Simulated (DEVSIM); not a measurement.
Structure: Ni/SiO2/p-Ge capacitor, at 300 K.

Layer 1 from the left is SiO2, thickness (nm) 4.10. Layer 2 from the left is Ge, thickness (nm) 3100, Na (cm⁻³) 3.6e16.

Metal gate on the left, work function 5.1 eV. Fixed charge at the semiconductor interface -7.3e10 cm⁻² (in units of +e); interface traps 1e12 cm⁻² eV⁻¹, uniform in energy, neutral level at 0.5 of the gap above the valence band.

Constants are typed, rounded textbook-type inputs, not results; the design itself was drawn at random and stands for no fabricated device. Values at 300 K.

SiO2: gap (eV) 9, affinity (eV) 0.9, permittivity 3.9. Ge: gap (eV) 0.664, affinity (eV) 4, permittivity 16, Nc (cm⁻³) 1.04e19, Nv (cm⁻³) 6e18.

DEVSIM, 1D Poisson equation in equilibrium, Boltzmann statistics, complete ionisation; no quantum confinement or tunnelling. Metal contacts follow the ideal Schottky-Mott rule: no Fermi-level pinning, no interface dipoles.

What does the simulation give for the flat-band voltage, the minimum of the low-frequency capacitance, the threshold voltage (band bending 2φF)?

flat-band voltage 0.54 V; minimum of the low-frequency capacitance 0.214 μF/cm²; threshold voltage (band bending 2φF) 1.10 V.
